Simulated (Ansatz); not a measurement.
The starting structures come from a database of crystals and need not be the phases stable at ambient conditions.

 Where the default PAW files enter, the runs use the earlier of Ansatz's two default sets.

The decay constant κ of evanescent states in the gap governs leakage through a thin film.

Here is the system:

```
Ag2KAsO4
1.0
    6.00749     0.00000     0.00000
    0.00000     7.20865     0.00000
    3.00374     3.60432     3.00374
K Ag As O
1 2 1 4
Direct
  0.00000   0.50000   0.00000
  0.50000   0.75000   0.00000
  0.50000   0.25000   0.00000
  0.00000   0.00000   0.00000
  0.00000   0.96957   0.33600
  0.33600   0.03043   0.66400
  0.00000   0.30557   0.66400
  0.66400   0.69443   0.33600
```

Space group of this cell: I-42m. The cell is taken as given; by r2SCAN its mean pressure is -5.4 GPa.

Transport runs along the normal of the first two printed cell vectors, the (100) plane of the conventional cell.

No gap correction and no spin-orbit coupling; mid-gap values are interpolated between computed energies.

Task: Compute, with r2SCAN run with Ansatz (a first-principles code), the band gap and the smallest decay constant κ at mid-gap.

Result: Gap 0.62 eV on a 10×10×10 mesh; κ = 0.148 1/Å, at the zone centre.
